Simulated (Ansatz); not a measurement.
The parent structure is Ru in the hcp (Mg type) structure (space group P6_3/mmc, No. 194; relaxed with 0.1 eV smearing).

```xyz
2
Lattice="2.6914 0.0000 0.0000 -1.3457 2.3308 0.0000 0.0000 0.0000 4.2489" Properties=species:S:1:pos:R:3 pbc="T T T"
Ru     1.3457     0.7769     3.1867
Ru     0.0000     1.5539     1.0622
```

Cartesian axes are those of the cell as printed.

The values are results of Ansatz (an electronic-structure program) PBEsol, scalar-relativistic without spin-orbit coupling, not measurements.

Base values:

The pressure is 0.0 GPa.

Now apply this change: the cell is compressed by 0.50 % along x with no lateral relaxation, atoms relaxed at fixed cell.

What does the calculation give for the pressure after the change?

The pressure (mean of the normal stresses, compression positive) goes from zero to 1.7 GPa.

How does this affect the energy relative to the base?

The energy increases by 0.7 meV/atom.

The cells carry an imposed strain or load. Stability against distortions was not tested. All final runs are without spin polarisation.
